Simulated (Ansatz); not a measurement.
**Cu$_{2}$Se (space group F-43m, No. 216)**

Space group F-43m (No. 216); a = b = c = 5.6919 Å, α = β = γ = 90.00°

```tsv
atom	site	symmetry	x	y	z
Cu	4b	-43m	0.5000	0.5000	0.5000
Cu	4c	-43m	0.2500	0.2500	0.2500
Se	4a	-43m	0.0000	0.0000	0.0000
```
(The calculation used a cell of 3 atoms; values per cell refer to that cell.)

Level of theory: PBEsol (Ansatz, a first-principles code; PAW; 420 eV plane waves; without spin-orbit coupling). Settings: 14×14×14 k-points, 0.05 eV Fermi–Dirac smearing.

```yaml
volume_per_atom: 15.37 Å³
density: 7.42 g/cm³
band_gap: zero
total_energy: -6200.537 eV/atom (σ→0; compares only within this code and set-up)
```

No phonon test of stability was made. All final runs are without spin polarisation. The zero or small gap of Cu2Se can change with the level of theory.
